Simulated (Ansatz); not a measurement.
FeGe (model structure, started from the CoSn type, P6/mmm, No. 191, 6 atoms in the cell)

These are PBEsol (plane waves, PAW; Ansatz, an electronic-structure program) values and carry that method's errors.

Run with plane-wave cutoff 500 eV, 12×12×10 k mesh (along the axes of the cell as run), Fermi–Dirac smearing 0.05 eV, spin-polarised with parallel moments, scalar-relativistic PAW data made under PBE.

Cell (relaxed at this level):

```xyz
6
Lattice="4.8995 0.0000 0.0000 -2.4498 4.2431 0.0000 0.0000 0.0000 3.9744" Properties=species:S:1:pos:R:3 pbc="T T T"
Fe     2.4498     0.0000     0.0000
Fe     1.2249     2.1216     0.0000
Fe    -1.2249     2.1216     0.0000
Ge     0.0000     0.0000     0.0000
Ge     0.0000     2.8287     1.9872
Ge     2.4498     1.4144     1.9872
```

| Property | Value |
|---|---|
| band gap | zero (no gap) |

Note: the magnetic order was assumed, not searched for or taken from measurement; a magnet's gap depends somewhat on the PAW data; the moments ended far under their starting size, a low-moment state that need not be the lowest; the relaxation could raise the start's symmetry but not lower it, so the cell can be a saddle point.

Spin–orbit coupling is not included.

A model structure was made by putting elements into a prototype or built by hand; it is no filed structure, need not be a known phase, and can be a saddle point held by its symmetry.
